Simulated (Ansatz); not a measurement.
Band structure of CdSe (P6_3mc, 4 atoms in the cell).

```yaml
crystal:
  lattice:
    - [4.32827, 0.00000, 0.00000]
    - [-2.16414, 3.74839, 0.00000]
    - [0.00000, 0.00000, 7.06077]
  atoms:
    - { symbol: Cd, position: [0.66667, 0.33333, 0.49995] }
    - { symbol: Cd, position: [0.33333, 0.66667, 0.99995] }
    - { symbol: Se, position: [0.66667, 0.33333, 0.87591] }
    - { symbol: Se, position: [0.33333, 0.66667, 0.37591] }
```

Method of the run: PBE (plane waves, PAW; Ansatz, a first-principles code).

Settings: kpoints.mp_grid.grid = 5 5 3; hamiltonian.xc = pbe; hamiltonian.pseudopotentials = {kind: paw} (the program's default PAW files); scf.occupations.method = fermi_dirac; scf.occupations.width = 0.0007 Ry; kpoints.band_path.npoints = 8.

The starting cell comes from a database of computed structures (which also holds hypothetical and non-ambient phases and stackings), without a prior relaxation at this level. Its lattice was rescaled by a random factor within 2.5 % of one.

Task: Predict the gap along the standard path and the places of the band edges.

Result: The gap along the path is 0.63 eV, direct at Γ to within 0.01 eV.

Levels in eV from the top of the valence band on the path, bands 33 to 40:
| point | 33 | 34 | 35 | 36 | 37 | 38 | 39 | 40 |
|---|---|---|---|---|---|---|---|---|
| Γ | -0.74 | -0.05 | 0.00 | 0.00 | 0.63 | 2.18 | 5.87 | 5.87 |
| M | -2.58 | -1.80 | -1.29 | -0.73 | 3.18 | 3.34 | 4.78 | 6.07 |
| K | -2.96 | -1.82 | -1.82 | -1.63 | 4.27 | 4.70 | 4.70 | 6.99 |
| A | -0.39 | -0.39 | -0.39 | -0.39 | 2.34 | 2.34 | 5.82 | 5.82 |
| L | -1.32 | -1.32 | -1.30 | -1.30 | 2.93 | 2.93 | 4.85 | 4.85 |
| H | -2.36 | -2.36 | -1.09 | -1.09 | 3.73 | 3.73 | 5.81 | 5.81 |

Keys are those of Ansatz 0.2.
